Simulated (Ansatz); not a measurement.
The parent structure is Ge in the diamond structure (space group Fd-3m, No. 227; a = 5.676 Å). Axes: x, y, z lie along the cube axes.

It is then changed as follows: the cell is compressed by 4.19 % along x with no lateral relaxation; the atoms relax in the strained cell.

Levels (all Ansatz, a first-principles code, PAW): PBEsol (420 eV, no spin-orbit coupling); r2SCAN (500 eV, scalar-relativistic without spin-orbit coupling).

The geometry is relaxed with PBEsol.

PBEsol pressure: 3.1 GPa
PBEsol band gap: zero
PBEsol gap character: absent

### Question
How does going to r2SCAN change the pressure, band gap, gap character and electron mass?

### Answer
The pressure grows by 0.2 GPa to 3.3 GPa; the band gap goes from zero to 0.22 eV; the gap character goes from absent to indirect, Γ → Γ–M (80 % along); the electron mass amounts to 0.87 mₑ along k, 0.18 mₑ across (off the special points).

Single points use the geometry relaxed with PBEsol. Their cutoffs differ, which shifts pressures a little. Effective masses come from finite differences of ±0.01 Å⁻¹. Along k means along the line from Γ to the band edge. No phonon test of stability was made. The zero or small gap of Ge can change with the level of theory. k-point labels follow each cell's own Brillouin zone.
